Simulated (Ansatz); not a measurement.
Consider ZnS in the zinc blende structure (space group F-43m, No. 216; a = 5.389 Å).

Method: r2SCAN (Ansatz, a quantum-chemistry and plane-wave program), no SOC.

One change was made to it. Results:

```json
[
 {"quantity": "shortest interatomic distance", "base": "2.334 Å", "after": "2.262 Å"},
 {"quantity": "band gap", "base": "2.70 eV", "after": "3.14 eV"}
]
```

### Question
What was done to the base?
(A) pressure 22.5 GPa
(B) pressure 30 GPa
(C) pressure 4.5 GPa
(D) pressure 9 GPa
(E) pressure −2 GPa

### Answer
D, pressure 9 GPa. For comparison, the band gap in the other runs: pressure 22.5 GPa gives 3.21 eV; pressure 30 GPa gives 3.08 eV; pressure −2 GPa gives 2.58 eV; pressure 4.5 GPa gives 2.94 eV.

Load acts through the strain it causes; cell and atoms are relaxed under it. No phonon test of stability was made. Measured, ZnS leaves this structure (for rock salt) near 14.7 GPa (temperature not stated; as listed in Datta, Sujoy, Jana, Debnarayan, arXiv (2020)), on rising pressure, with hysteresis.
